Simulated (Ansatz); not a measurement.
The starting structures come from a database of crystals and need not be the phases stable at ambient conditions.

Inside the gap of an insulator the Bloch states are evanescent, with a wavenumber k + iκ along the transport direction.

Consider the following.

```
Be2C
1.0
    3.05789     0.00000     0.00000
    0.00000     4.32451     0.00000
    1.52895     2.16226     1.52895
Be C
2 1
Cartesian
  1.52895   3.24338   0.00000
  1.52895   1.08113   0.00000
  0.00000   0.00000   0.00000
```

The cell is taken as given; by PBEsol it stands under a pressure of -1.9 GPa.

Transport runs along the normal of the first two printed cell vectors, the (110) plane of the conventional cell.

The gap is the functional's own, uncorrected, and κ follows it; spin-orbit coupling is left out. Mid-gap means the computed energy nearest the middle.

Predict the band gap and the smallest decay constant κ at mid-gap from PBEsol in Ansatz (a first-principles code).

Gap 1.07 eV on a 20×20×20 mesh; κ = 0.142 1/Å, at the zone centre.
